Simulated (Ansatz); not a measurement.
**A computed series for hypothetical cubic perovskite BaSnSe3: response to strain**

The parent structure is BaSnSe3 in the cubic perovskite structure (space group Pm-3m, No. 221; a = 5.360 Å; a hypothetical phase, not in the database extracts checked). Axes: x, y, z lie along the cube axes.

Strains are applied to the cell and any free atomic positions relax; under biaxial strain the out-of-plane vector relaxes too; under stress the whole cell relaxes.

Computed with PBE in Ansatz (plane waves to 420 eV, PAW, scalar-relativistic without spin-orbit coupling).

Notes on the quantities. energy relative to the base: free energy F; pressure: mean of the normal stresses, compression positive.

| case | space group | volume per atom | energy relative to the base | pressure |
|---|---|---|---|---|
| base | Pm-3m (No. 221) | 30.80 Å³ | 0 meV/atom | 0.0 GPa |
| biaxial strain +1.12 %, plane normal [001], relaxed out of plane | P4/mmm (No. 123) | 31.35 Å³ | +2.4 meV/atom | -0.7 GPa |
| isotropic strain −1.07 % | Pm-3m (No. 221) | 29.83 Å³ | ___ | ___ |
| isotropic strain +4.34 % | Pm-3m (No. 221) | 34.99 Å³ | +60 meV/atom | -4.1 GPa |
| uniaxial stress, 3 GPa tension along x | P4/mmm (No. 123) | 31.72 Å³ | +14 meV/atom | – |

### Question
Some entries are withheld; estimate them.

### Answer

- isotropic strain −1.07 %, energy relative to the base: +4.4 meV/atom
- isotropic strain −1.07 %, pressure: 1.5 GPa

Without a gap, meshes like the base's 9×9×9 leave anisotropic stresses uncertain by several tenths of a GPa, and small strain energies with them. Stability under load was not tested beyond the relaxation. All final runs are without spin polarisation. Many cubic perovskites are stable only at high temperature; tilts and polar distortions were not tested.

Ansatz is a program for electronic structure.
